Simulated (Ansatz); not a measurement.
Input:

```
CELL_PARAMETERS angstrom
      4.64161     0.00000     0.00000
      0.00000     4.64161     0.00000
      2.32081     2.32081     3.28212
ATOMIC_POSITIONS crystal
  Cd 0.00000 0.00000 0.00000
  Te 0.75000 0.25000 0.50000
```

Space group of this cell: F-43m, zinc blende. The cell is taken as given.

Method: r2SCAN (plane waves, PAW; Ansatz, a program for electronic structure).

The current runs along the normal of the first two printed vectors; no spin-orbit coupling. Scaled by the factor s: both lengths across the current (ions clamped). The meshes follow the cell: 10×10×10 and 8×8 across at s = 0.98, 10×10×10 and 8×8 across at s = 1.00, 10×10×10 and 6×6 across at s = 1.02.

```json
[
 {"s": "0.98", "mean pressure (GPa)": "1.6", "slowest mid-gap decay constant κ (1/Å)": "0.091"},
 {"s": "1.00", "mean pressure (GPa)": "-0.1", "slowest mid-gap decay constant κ (1/Å)": "0.082"},
 {"s": "1.02", "mean pressure (GPa)": "-1.6", "slowest mid-gap decay constant κ (1/Å)": "?"}
]
```

Take the slope of the slowest mid-gap decay constant κ against ln s from the two given rows, extrapolate to s = 1.02, and say what the run there gives.

Slope = (0.091 − 0.082) / ln 0.98 = -0.445 1/Å. The line gives 0.082 + (-0.445) × ln 1.02 = 0.073 1/Å. The run gives 0.073 1/Å, as the line does.
